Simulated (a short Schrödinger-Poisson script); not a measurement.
Solved with a short Schrödinger-Poisson script written for these runs: one-band effective-mass equation with BenDaniel-Duke matching, electrons, heavy and light holes apart, hard walls at the outer ends, one valence edge for both holes (no strain splitting), no charge, excitons, band mixing or non-parabolicity; under a field the levels are quasi-bound states of a box, listed while three quarters of their weight lies within 4 nm of the wells.

System: single In0.3Ga0.7N/GaN quantum well.

From the first side: 12 nm GaN; 2.5 nm In0.3Ga0.7N, built-in field 3300 kV/cm; 12 nm GaN.

The device is made up for the run: typed textbook-type constants, with dimensions and the other settings drawn at random. In0.3Ga0.7N: direct gap (eV) 2.326, conduction-band edge (eV) 0, electron mass (mₑ) 0.161, heavy-hole mass 1.7, light-hole mass 0.3. GaN: direct gap (eV) 3.43, conduction-band edge (eV) 0.773, electron mass (mₑ) 0.2, heavy-hole mass 1.9, light-hole mass 0.33.

The valence-band edge of each layer lies one gap below its conduction-band edge. The electron's potential energy rises along the stack by the applied field and, inside the well alone, by the built-in field (unscreened; none in the barriers). Mesh 0.03 nm at interfaces.

### Question
Give the e1-hh1 transition at zero applied field (eV); the shift of e1-hh1 at 235 kV/cm (meV); the squared e1-hh1 overlap at zero applied field.

### Answer
e1-hh1 transition at zero applied field (eV): 2.194; shift of e1-hh1 at 235 kV/cm (meV): -38.4; squared e1-hh1 overlap at zero applied field: 0.10. Excitons, screening of the built-in field, fields in the barriers and alloy fluctuations are left out, and strain enters only through the typed gaps and offsets, so measured lines lie elsewhere.
